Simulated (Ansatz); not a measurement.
Cost and result by functional for the surface energy of the (111) surface of cubic HfO2 (a high-symmetry phase, unstable at 0 K and held by its symmetry) in its 1x1 cell (cut with top plane O, bottom plane O), outermost plane spacing 0.74 Å in the ideal cut, in Ansatz (plane waves, PAW). Single points on the PBE structure, on one kind of machine; costs are rough ratios of the slab run's core time (references not counted) to the cheapest single point. r2SCAN's cost holds its higher cutoff (500 against 420 eV). Differences are taken against HSE06 for comparison alone: no measured value is at hand, so the table doesn't rank accuracy. HSE06 ran on a coarser k-mesh, which lowers its cost and carries part of its shift.

Model: 15-atom slab, Hf5O10, 13.2 Å thick at the start, 8x8x1 mesh, Fermi-Dirac 0.025 eV, dipole correction, all atoms relaxed; held to the start's symmetry, so lower structures may exist; no spin, no spin-orbit, no U. These notes are the PBE run's.

```csv
functional,relative cost,surface energy (J/m²),less HSE06 (J/m²)
PBEsol,1,1.12,0.05
RPBE,1,0.63,-0.44
LDA,1,1.36,0.30
r2SCAN,2,1.16,0.10
HSE06,10,1.07,0.00
PBE (the relaxed run's value),–,0.87,-0.20
```

The values span 0.74 J/m², while the single points' costs differ by a factor of roughly 10. Differences are of unrounded values.

Ansatz is a program for electronic structure.
